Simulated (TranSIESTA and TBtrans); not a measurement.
Na chain with one bond stretched by 0.3 Å

Junction: Na chain with one bond stretched by 0.3 Å. Leads: straight Na chain, spacing 3.3 Å. Geometry: as built, not relaxed.

Computed with TranSIESTA and TBtrans, PBE, DZ numerical orbitals (energy shift 0.15 eV), PseudoDojo norm-conserving scalar-relativistic potentials, mesh cutoff 200 Ry, 300 K, no spin polarisation, no spin-orbit coupling; self-consistent non-equilibrium Green functions.

| Property | Value |
|---|---|
| Conductance at 300 K (G0 = 2e²/h) | 0.99 |
| Mean T from −0.5 to 0.5 eV | 0.99 |

Energies count from the leads' Fermi level. Transmissions are for one spin of a degenerate pair. The energy step is 0.01 eV; narrower resonances are cut or missed.

```
E (eV)     T  lead channels
------  ----  -------------
-1.95      0              0
-1.80      0              0
-1.65      0              0
-1.50      0              0
-1.35      0              0
-1.20      0              0
-1.05      0              0
-0.90   0.80              1
-0.75   0.95              1
-0.60   0.97              1
-0.45   0.98              1
-0.30   0.99              1
-0.15   0.99              1
0.00    0.99              1
0.15    0.99              1
0.30    0.99              1
0.45    0.99              1
0.60    0.99              1
0.75    0.99              1
0.90    0.99              1
1.05    0.99              1
1.20    0.99              1
1.35    0.99              1
1.50    0.99              1
1.65    0.99              1
1.80    0.99              1
1.95    0.99              1
```

The straight chain is held at its spacing; free chains may zigzag or dimerise. No spin-polarised start was tried, so a magnetic state, if there is one, is missed.
